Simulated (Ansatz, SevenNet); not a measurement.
## How well does each level of theory give the elastic constant C11 of AlB2-type ZrB₂?

Reference value: 568 GPa (measured, room temperature, not corrected to a static lattice; as tabulated in Zhang et al. (2020), arXiv:1911.03307).

| level (code) | value (GPa) | cell (Å³/atom) | difference (%) |
|---|---|---|---|
| SevenNet-0 | 379 | 10.36 | -33 |
| SevenNet-l3i5 | 455 | 10.36 | -19.9 |
| LDA (Ansatz) | 606 | 9.88 | +6.7 |
| BLYP (Ansatz) | 514 | 10.58 | -9.5 |
| PBE (Ansatz) | 562 | 10.28 | -1.1 |
| PBEsol (Ansatz) | 587 | 10.07 | +3.3 |
| revPBE (Ansatz) | 550 | 10.40 | -3.2 |
| RPBE (Ansatz) | 546 | 10.44 | -3.9 |
| PBE-D3(BJ) (Ansatz) | 592 | 10.02 | +4.2 |
| r²SCAN (Ansatz) | 578 | 10.28 | +1.8 |
| r²SCAN+rVV10 (Ansatz) | 584 | 10.24 | +2.8 |

The reference is not for a static lattice or low temperature, so close values are not ranked against it. Off by more than 25 %, or 35 % on the side where a correction would as a rule narrow the miss (bounds picked here): SevenNet-0 (-33 %).

The reference isn't brought to a static lattice, while the calculations are for one, so the differences are not the levels' errors alone. A static lattice is as a rule stiffer than a warm one, by over a tenth in soft solids.  PBE-D3(BJ): the dispersion coefficients are held fixed in the derivatives. Each level is taken at its own relaxed cell. Cutoffs differ between the levels. Ansatz's density-functional and Hartree–Fock values are scalar-relativistic unless marked +SOC, with PAW data made under PBE.

Machine-learned potentials (SevenNet-0, SevenNet-l3i5) are trained on DFT data: a solid inside that data is no test of them.

Differences are worked out from the printed values.

Ansatz is a first-principles code.
